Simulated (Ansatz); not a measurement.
Levels about the gap of amorphous Al64O94 (158 atoms in a cell of 1912 Å³, 2.81 g/cm³; zone centre alone, so wide bands show as single levels with stretches between that a denser mesh fills), at the geometry that PBE relaxed, where it gives -0.7 GPa on a denser mesh. The participation number counts the atoms over which a state spreads; weights are charges in smoothed Voronoi cells. The levels come from a single point, so bond lengths are those of that geometry. Method of the levels: PBE, scalar-relativistic without spin-orbit coupling (Ansatz, a first-principles code). Sampling: the zone centre alone; Fermi-Dirac width 0.02 eV; no spin polarisation. The usual formal charges leave 4 electrons over, so the level spacing at the Fermi energy parts defect or band states and needn't be the band gap. At PBE the levels at the filled edge of the gap are localised (band-tail or defect states), and the nearest spread-out levels lie 4.4 eV apart at the zone centre.

Preparation: random packing, a CHGNet melt and quench, and a DFT relaxation. O atoms were pushed apart under 1.9 Å during the dynamics, to hinder bonds among them. The hot cell started wider than the set density and was brought back towards it in steps. It is the lowest in DFT energy of 4 quenches. It is a model cell: composition and starting density were chosen by hand, and all elements were melted together. No dispersion term was used. Its density started from a set value of 2.77 and ended at 2.81 g/cm³. Cooling (nominally 190 K/ps over its main leg) ran many orders faster than in experiment, which tends to leave more defects and strain. Values belong to this one cell and scatter from quench to quench. Volume and shape were free in the relaxation. Stress components on the final sampling reach 1.4 GPa. Cycles of charging lowered its energy after that relaxation.

| E - E(highest filled), eV | filling | participation number | largest on | weight O | weight Al |
|---|---|---|---|---|---|
| -2.54 | filled | 10.2 | O, 2 neighbours | 0.94 | 0.06 |
| -2.41 | filled | 5.8 | O, 2 neighbours | 0.94 | 0.06 |
| -2.27 | filled | 3.7 | O, 2 neighbours | 0.94 | 0.06 |
| -2.13 | filled | 3.9 | O, 2 neighbours | 0.94 | 0.06 |
| -2.00 | filled | 2.4 | O, 2 neighbours | 0.95 | 0.05 |
| -0.58 | filled | 7.6 | Al, 4 neighbours | 0.39 | 0.61 |
| 0.00 | filled | 8.4 | Al, 4 neighbours | 0.39 | 0.61 |
| 1.41 | empty | 126.2 | O, 3 neighbours | 0.59 | 0.41 |
| 2.32 | empty | 25.2 | Al, 4 neighbours | 0.55 | 0.45 |
| 2.59 | empty | 68.1 | Al, 5 neighbours | 0.61 | 0.39 |
| 2.79 | empty | 84.1 | Al, 4 neighbours | 0.62 | 0.38 |
| 2.87 | empty | 73.3 | Al, 4 neighbours | 0.64 | 0.36 |
| 2.97 | empty | 60.2 | Al, 5 neighbours | 0.63 | 0.37 |
| 3.01 | empty | 88.3 | Al, 4 neighbours | 0.65 | 0.35 |

Most localised among these is the filled level at -2.00 eV, on a O atom, which has 2 neighbours (Al 1.74 Å, Al 1.76 Å).
